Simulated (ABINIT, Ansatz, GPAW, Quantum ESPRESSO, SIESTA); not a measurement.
One structure in several programs: Ir3Os (Pm-3m, 4 atoms in the cell)

Self-consistent single point.

```
Ir3Os
1.0
    3.84807     0.00000     0.00000
    0.00000     3.84807     0.00000
    0.00000     0.00000     3.84807
Os Ir
1 3
Direct
  0.00000   0.00000   0.00000
  0.00000   0.50000   0.50000
  0.50000   0.00000   0.50000
  0.50000   0.50000   0.00000
```

Shared settings, as Ansatz (a quantum-chemistry and plane-wave program) writes them: kpoints.mp_grid.grid = 11 11 11; scf.occupations.method = fermi_dirac; scf.occupations.width = 0.1 eV. Potentials and cutoffs stand in the table.

| code | model | pressure (GPa) | cutoff |
|---|---|---|---|
| ABINIT | LDA (PW92), norm-conserving pseudopotentials (PseudoDojo nc-sr-04 LDA standard) | -12.91 | 1007 eV |
| Ansatz | LDA (PW92), PAW files made with PBE | -12.18 | default |
| GPAW | LDA (Perdew-Wang 92), GPAW PAW datasets LDA (gpaw-data 1.0.1) | -14.60 | 600 eV |
| SIESTA | LDA PW92, numerical atomic orbitals DZP, PseudoDojo LDA standard norm-conserving potentials (rewritten from UPF to PSML) | -12.70 | grid 350 Ry |
| Quantum ESPRESSO | LDA (PZ), GBRV 1.5 ultrasoft (LDA) pseudopotentials | -12.68 | 40 Ry |

On Ansatz's run: spin-orbit coupling is off. Spin polarisation is off.

The spread over the programs that give each value: pressure within 2.42 GPa.

SIESTA uses small atom-centred bases, whose incompleteness enters pressures, forces and empty levels differently from a plane-wave cutoff. Ansatz's pressure is given at a fixed set of plane waves, as the other plane-wave codes print theirs; with its correction for the finite basis it is -12.12 GPa. The same LDA comes in different parametrisations, which differ slightly. In the pressure, GPAW (by 1.81) lies more than 1 GPa from the median of the plane-wave programs.

The starting cell comes from a database of computed structures (which also holds hypothetical and non-ambient phases and stackings), without a prior relaxation at this level.

Left out of this page: Elk and FLEUR (not drawn, or without a comparable value).

Keys are those of Ansatz 0.2.
